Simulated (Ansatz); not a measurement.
**Defect calculation: Ag interstitial in zinc-blende ZnSe**

Method: PBE, PAW (plane waves to 420 eV; Ansatz, a program for electronic structure). The supercell holds 64 host sites (2×2×2 repeats of a cell of 8 atoms), with a 2×2×2 shifted k-point sampling for the final energies. Site at the start: void with 4Zn nearest. Charged cells carry a point-charge image correction with potential alignment at far atoms. Dielectric constants: PBE linear response of the host. Host gap at this level: 1.15 eV. Finite-size and sampling errors can reach tenths of an eV here. PBE underestimates the host's gap, which shifts levels and can delocalise carriers. Spin–orbit coupling is left out. Each state is the lowest found from its start.

The name describes the start; the neighbours show where the atoms ended.

Charges with a result: +1, 0. Others weren't obtained, and one of them could lie lower, also by skipping a charge.

| charge | moment (μB) | largest move off a lattice site (Å) | neighbours of the last Ag atom of the defect at the end (Å) | image correction with alignment (eV) |
|---|---|---|---|---|
| +1 | not spin-polarised | 0.18 | Zn 2.67, Zn 2.67, Zn 2.67, Zn 2.67 | 0.38 |
| 0* | quenched | 0.17 | Zn 2.65, Zn 2.65, Zn 2.65, Zn 2.65 | – |

* At this level the carrier isn't localised at the defect: at charge 0 electrons occupy the conduction band. Such a state is shallow or no state of the defect, and this cell gives it no level.

Starting moments that weren't kept: charge 0 began with 1 μB and ended with 0.0.
